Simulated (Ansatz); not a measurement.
**Carrier properties of SiC under load (space group P6_3mc)**

Input:

```
CELL_PARAMETERS angstrom
      3.05121     0.00000     0.00000
     -1.52561     2.64243     0.00000
      0.00000     0.00000     5.05647
ATOMIC_POSITIONS crystal
  Si 0.33333 0.66667 0.00017
  Si 0.66667 0.33333 0.50017
  C  0.33333 0.66667 0.37483
  C  0.66667 0.33333 0.87483
```

The numbers are results of PBE with spin-orbit coupling, rigid bands (plane waves, PAW; Ansatz, an electronic-structure program), not measurements. Condition of this run: biaxial stress in the c plane of 5 GPa (compression positive) (the target of the relaxation). How the cell was made: cell and atoms relaxed with PBEsol, then loaded as said.

- band gap: 2.17 eV
- electron conductivity mass (300 K, dilute): 0.44 (x), 0.44 (y), 0.27 (z) mₑ
- hole conductivity mass (300 K, dilute): 1.14 (x), 1.14 (y), 1.57 (z) mₑ
- effective density of states N_c (300 K): 1.1e19 cm⁻³
- effective density of states N_v (300 K): 6.3e19 cm⁻³
- density-of-states mass, electrons: 0.59 mₑ
- density-of-states mass, holes: 1.86 mₑ
- Seebeck coefficient, n-type 1e19 cm⁻³, 300 K: -232 μV/K
- best n-type power factor at 300 K for τ = 10 fs (best axis; densities from 1e16 to 1e21 cm⁻³ tried, whether or not they can be reached): 7.0 μW/(cm·K²) at 3e19 cm⁻³
- Seebeck coefficient, p-type 1e19 cm⁻³, 300 K: 390 μV/K
- best p-type power factor at 300 K for τ = 10 fs (best axis; densities from 1e16 to 1e21 cm⁻³ tried, whether or not they can be reached): 11.4 μW/(cm·K²) at 3e20 cm⁻³

Rigid bands; masses and Seebeck coefficients take one relaxation time τ for all states and one kind of carrier; polarons and phonon drag are left out. Geometry: cell and atoms relaxed with PBEsol.
